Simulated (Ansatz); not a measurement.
Start from TiO2 in the anatase structure (space group I4_1/amd, No. 141; a = 3.799 Å, c = 9.701 Å).

Level of theory: Ansatz (a quantum-chemistry and plane-wave program), PBE, PAW, cutoff 420 eV, no spin-orbit coupling.

For the base:

```
Property            Value
---------------  --------
c/a ratio           2.554
Volume per atom  11.67 Å³
```

It is then changed as follows: a negative pressure, −1 GPa.

Question: How does this affect the c/a ratio and volume per atom?

Answer: The c/a ratio increases by 0.007 to 2.561; the volume per atom rises by 0.068 Å³ (11.67 Å³ → 11.73 Å³).

Load acts through the strain it causes; cell and atoms are relaxed under it. Stability against distortions was not tested. The final runs are not spin-polarised.
